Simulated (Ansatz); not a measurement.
The starting structures come from a database of crystals and need not be the phases stable at ambient conditions.

 Where the default PAW files enter, the runs use the earlier of Ansatz's two default sets.

Given:

```xyz
5
Lattice="3.2783 0.0000 0.0000 -1.6392 2.8391 0.0000 0.0000 0.0000 5.4338" Properties=species:S:1:pos:R:3 pbc="T T T"
Li     1.6392     0.9464     2.0842
Li     0.0000     1.8927     3.3496
Zr     0.0000     0.0000     0.0000
N      1.6392     0.9464     4.2215
N      0.0000     1.8927     1.2123
```

Space group of this cell: P-3m1. The cell is taken as given.

Transport runs along the normal of the first two printed cell vectors, the (001) plane of the conventional cell.

The gap is the functional's own, uncorrected, and κ follows it; spin-orbit coupling is left out. Mid-gap values are interpolated between the computed energies.

Q: Estimate the band gap and the smallest decay constant κ at mid-gap that r2SCAN run with Ansatz (a quantum-chemistry and plane-wave program) returns for this system.

A: Gap 2.11 eV on a 12×12×6 mesh; κ = 0.307 1/Å, at the zone centre.
